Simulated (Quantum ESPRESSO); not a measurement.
Input and output of a self-consistent single point for GaN (F-43m, 2 atoms in the cell) (Quantum ESPRESSO).

Method of the run: PBE, PseudoDojo standard norm-conserving (PBE) pseudopotentials (plane waves; Quantum ESPRESSO).

The change in words: lattice scaled by 0.98. Reference geometry:
```yaml
crystal:
  lattice:
    - [-2.26000, 0.00000, 2.26000]
    - [0.00000, 2.26000, 2.26000]
    - [-2.26000, 2.26000, 0.00000]
  atoms:
    - { symbol: Ga, position: [0.00000, 0.00000, 0.00000] }
    - { symbol: N, position: [0.25000, 0.25000, 0.25000] }
```

Reference input (self-consistent single point, DFT, PBE, plane waves, PseudoDojo standard norm-conserving (PBE) pseudopotentials): ecutwfc = 85 Ry; occupations = smearing; smearing = fermi-dirac; degauss = 0.000734986 Ry; potentials = {Ga: Ga.upf, N: N.upf}; K_POINTS = automatic 13 13 13 0 0 0; conv_thr = 1e-11 Ry. This run's input differs from it in these lines:

```diff
@@ -10,3 +10,3 @@
     ibrav = 2
-    celldm(1) = 8.54156208
+    celldm(1) = 8.37073084
     nat = 2
```

Log, with long lists cut:

```
     Self-consistent Calculation

     iteration #  1     ecut=    85.00 Ry     beta= 0.70

     total energy              =    -173.51370362 Ry
     estimated scf accuracy    <       0.53138054 Ry

     iteration #  2     ecut=    85.00 Ry     beta= 0.70

     total energy              =    -173.66847919 Ry
     estimated scf accuracy    <       0.46515892 Ry

     iteration #  3     ecut=    85.00 Ry     beta= 0.70

     negative rho (up, down):  6.424E-07 0.000E+00

     total energy              =    -173.75303840 Ry
     estimated scf accuracy    <       0.00208103 Ry

   [... 8 blocks of this kind left out ...]

     iteration # 12     ecut=    85.00 Ry     beta= 0.70

     total energy              =    -173.75383617 Ry
     estimated scf accuracy    <          4.9E-11 Ry

     iteration # 13     ecut=    85.00 Ry     beta= 0.70
     End of self-consistent calculation

     the Fermi energy is    12.4312 ev

!    total energy              =    -173.75383617 Ry
     estimated scf accuracy    <          3.7E-12 Ry
     smearing contrib. (-TS)   =       0.00000000 Ry
     internal energy E=F+TS    =    -173.75383617 Ry

     convergence has been achieved in  13 iterations

     Forces acting on atoms (cartesian axes, Ry/au):

     atom    1 type  1   force =     0.00000000    0.00000000    0.00000000
     atom    2 type  2   force =     0.00000000   -0.00000000    0.00000000

     Total force =     0.000000     Total SCF correction =     0.000000

          total   stress  (Ry/bohr**3)                   (kbar)     P=      165.24
   0.00112331   0.00000000   0.00000000          165.24        0.00        0.00
   0.00000000   0.00112331   0.00000000            0.00      165.24        0.00
   0.00000000   0.00000000   0.00112331            0.00        0.00      165.24

   JOB DONE.
```

The run converged in 13 iterations. Against the reference run the free energy goes up by 41.2 meV/atom, the pressure goes from 3.56 to 16.52 GPa and the gap on the mesh goes from 1.702 to 2.099 eV.

The starting cell has typed, rounded lattice constants, without a prior relaxation at this level. For this run, on top of that: lattice scaled by 0.98. With a pressure of about 17 GPa the cell is away from its equilibrium volume at this level.

Cost on one core of a shared machine: roughly 40 s.
